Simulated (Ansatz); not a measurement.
We consider rock-salt MnO (model structure), described by HSE06 in Ansatz (PAW).

Settings: plane-wave cutoff 500 eV, 10×10×10 k mesh, Fermi–Dirac smearing 0.05 eV, ferromagnetic start, spin-polarised with parallel moments, scalar-relativistic PAW data made under PBE.

Cell (relaxed with r²SCAN):

```
MnO
1.0
    4.45025     2.22512     2.22512
    2.22512     4.45025     2.22512
    2.22512     2.22512     4.45025
Mn O
2 2
Cartesian
  0.00000   0.00000   0.00000
  4.45025   4.45025   4.45025
  2.22512   2.22512   2.22512
  6.67537   6.67537   6.67537
```

**Question.** Estimate the band gap that the calculation returns.

**Answer.** 
* **band gap**: 1.24 eV (on the SCF k mesh)

Note: exact exchange on metals is sensitive to the k mesh and can open a false gap; the magnetic order was assumed, not searched for or taken from measurement; cell and atoms aren't relaxed at this level (pressure 0.5 GPa).

The computed numbers hold no vibrational or temperature effects.

A model structure was made by putting elements into a prototype or built by hand; here it ended with the formula and space group of a phase in our tables.

Ansatz is a program for electronic structure.
